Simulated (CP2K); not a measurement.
CP2K run on Cd2Hg (I4/mmm, 3 atoms in the cell): self-consistent single point.

Method: LDA (Pade form), GPW, DZVP-MOLOPT-SR-GTH basis, GTH-PADE potentials (GTH_POTENTIALS) (CP2K).

```yaml
crystal:
  lattice:
    - [5.08604, 0.00000, 0.00000]
    - [1.98557, 4.68245, 0.00000]
    - [-3.53580, -2.34123, 2.80795]
  atoms:
    - { symbol: Cd, position: [0.33421, 0.33421, 0.00000] }
    - { symbol: Cd, position: [0.66579, 0.66579, 0.00000] }
    - { symbol: Hg, position: [0.00000, 0.00000, 0.00000] }
```

Reference input (self-consistent single point, DFT PBEsol, GPW, DZVP-MOLOPT-SR-GTH basis, GTH-PBE potentials (GTH_POTENTIALS)): CUTOFF = 500 Ry; REL_CUTOFF = 50 Ry; SMEAR/METHOD = GAUSSIAN; SIGMA = 0.272 eV; KPOINTS/SCHEME = MONKHORST-PACK 10 10 10; GAMMA_CENTERED = T; XC_FUNCTIONAL = PBE:PBESOL; Cd/BASIS_SET = DZVP-MOLOPT-SR-GTH-q12; Cd/POTENTIAL = GTH-PBE-q12; Hg/BASIS_SET = DZVP-MOLOPT-SR-GTH-q12; Hg/POTENTIAL = GTH-PBE-q12; METHOD = GPW. This run's input differs from it in these lines:

```diff
@@ -44,6 +44,3 @@
     &XC
-      &XC_FUNCTIONAL
-        &PBE
-          PARAMETRIZATION PBESOL
-        &END PBE
+      &XC_FUNCTIONAL PADE
       &END XC_FUNCTIONAL
@@ -78,3 +75,3 @@
       BASIS_SET DZVP-MOLOPT-SR-GTH-q12
-      POTENTIAL GTH-PBE-q12
+      POTENTIAL GTH-PADE-q12
     &END KIND
@@ -82,3 +79,3 @@
       BASIS_SET DZVP-MOLOPT-SR-GTH-q12
-      POTENTIAL GTH-PBE-q12
+      POTENTIAL GTH-PADE-q12
     &END KIND
```

Output, abridged:

```
 SCF WAVEFUNCTION OPTIMIZATION

  Step     Update method      Time    Convergence         Total energy    Change
     1 NoMix/Diag. 0.20E+00      -     0.62509827      -133.5898915031 -1.34E+02
     2 Broy./Diag. 0.20E+00      -     0.05476627      -135.1621731408 -1.57E+00
     3 Broy./Diag. 0.20E+00      -     0.14657555      -134.0883448353  1.07E+00
     4 Broy./Diag. 0.20E+00      -     0.00795325      -133.2715666420  8.17E-01
     5 Broy./Diag. 0.20E+00      -     0.00650893      -133.2695944955  1.97E-03
     6 Broy./Diag. 0.20E+00      -     0.00068543      -133.2951009385 -2.55E-02
   [... 6 lines left out ...]
    13 Broy./Diag. 0.20E+00      -     0.00000086      -133.2984584572 -7.63E-07
    14 Broy./Diag. 0.20E+00      -     0.00000016      -133.2984608235 -2.37E-06
    15 Broy./Diag. 0.20E+00      -     0.00000015      -133.2984616363 -8.13E-07
    16 Broy./Diag. 0.20E+00      -     0.00000002      -133.2984616488 -1.25E-08
  *** SCF run converged in    16 steps ***

  Overlap energy of the core charge distribution:               0.00000000097031
  Self energy of the core charge distribution:               -218.98114362389472
  Core Hamiltonian energy:                                     69.23883296843226
  Hartree energy:                                              35.32503059031045
  Exchange-correlation energy:                                -18.87958274753196
  Smearing free energy correction:                             -0.00159883711141
  Fermi energy:                                                 0.26383479627890

  Total energy:                                              -133.29846164883546
  Total energy (extrapolated to sigma->0):                   -133.29766223027974

   [... lines left out ...]

 STRESS| Analytical stress tensor [bar]
 STRESS|                        x                   y                   z
 STRESS|      x       -1.42269284096E+04   8.98544205031E+03  -2.55361842637E-01
 STRESS|      y        8.98544205031E+03  -2.18475169870E+04  -1.63878904441E-01
 STRESS|      z       -2.55361842637E-01  -1.63878904441E-01  -2.77973099007E+04
 STRESS| 1/3 Trace                                            -2.12905850991E+04
```

The run converged in 16 iterations. Against the reference run the pressure goes from 0.65 to -2.13 GPa and the largest force moves little (0.049 to 0.045 eV/Å).

The starting cell comes from a database of computed structures (which also holds hypothetical and non-ambient phases and stackings), without a prior relaxation at this level. Its lattice was rescaled by a random factor within 2.5 % of one. Values carry the incompleteness of an atom-centred basis.

Cost on one core of a shared machine: roughly 90 s.
